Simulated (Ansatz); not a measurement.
**What biaxial strain −2.08 %, plane normal [111], relaxed out of plane does to BeTe**

Start from BeTe in the zinc blende structure (space group F-43m, No. 216; a = 5.6568 Å). Axes: x, y, z lie along the cube axes.

The change: biaxial strain −2.08 %, plane normal [111], relaxed out of plane (Cartesian); in-plane vectors clamped, the third vector and the atoms free.

Level of theory: r2SCAN (Ansatz, an electronic-structure program; PAW; 500 eV plane waves; no SOC). Γ-centred 10×10×10 mesh, Fermi–Dirac width 0.05 eV.

```json
[
 {"quantity": "volume per atom", "base": "22.63 Å³", "changed": "21.87 Å³", "shift": "-0.754 Å³"},
 {"quantity": "shortest interatomic distance", "base": "2.449 Å", "changed": "2.414 Å", "shift": "-0.035 Å"},
 {"quantity": "energy relative to the base (free energy F)", "base": "0 meV/atom", "changed": "+9.3 meV/atom", "shift": "+9.3 meV/atom"},
 {"quantity": "pressure (mean of the normal stresses, compression positive)", "base": "0.1 kbar", "changed": "21.8 kbar", "shift": "+21.75 kbar"},
 {"quantity": "band gap", "base": "2.37 eV", "changed": "2.17 eV", "shift": "-0.20 eV"},
 {"quantity": "gap character", "base": "–", "changed": "indirect, Γ → F", "shift": "–"},
 {"quantity": "smallest direct gap", "base": "4.04 eV", "changed": "3.64 eV", "shift": "-0.40 eV"},
 {"quantity": "valence-band top at Γ (three highest levels, from the VBM)", "base": "0.00, 0.00, 0.00 eV", "changed": "0.00, 0.00, -0.26 eV", "shift": "–"},
 {"quantity": "valley order (the lowest conduction-band minima on the path, energy above the VBM, named in the base's zone)", "base": "X along ⟨100⟩ 2.37 eV; L along ⟨111⟩ 3.51 eV", "changed": "X along [100] 2.17 eV; L along [1-11] 3.43 eV; Γ 3.64 eV", "shift": "–"},
 {"quantity": "out-of-plane strain", "base": "–", "changed": "+0.82 %", "shift": "–"},
 {"quantity": "ratio −ε⊥/ε∥", "base": "–", "changed": "0.39", "shift": "–"}
]
```

Spin-orbit coupling, missing from the scalar runs, can matter with Te. Stability against distortions was not tested. Labels are those of the standard path for the cell's own space group.
